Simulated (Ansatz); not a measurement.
The reference is KCl in the rock salt structure (space group Fm-3m, No. 225; a = 6.3814 Å).

All numbers come from PBE (Ansatz, an electronic-structure program, PAW, no spin-orbit coupling).

One change was made to it. Results:

The volume per atom decreases by 5.70 Å³ (32.48 Å³ → 26.78 Å³); the band gap grows by 0.71 eV to 5.76 eV; the width of the top valence band grows by 0.10 eV (0.45 eV → 0.55 eV).

**Question.** What was done to the base?
(A) pressure 5 GPa
(B) pressure −2 GPa
(C) pressure 0.7 GPa
(D) pressure 10 GPa
(E) pressure 0.3 GPa

**Answer.** A, pressure 5 GPa. For comparison, the band gap in the other runs: pressure 10 GPa gives 6.14 eV; pressure 0.3 GPa gives 5.11 eV; pressure −2 GPa gives 4.47 eV; pressure 0.7 GPa gives 5.18 eV.

Load acts through the strain it causes; cell and atoms are relaxed under it. Whether these cells are dynamically stable was not tested. Competing high-pressure phases were not computed.
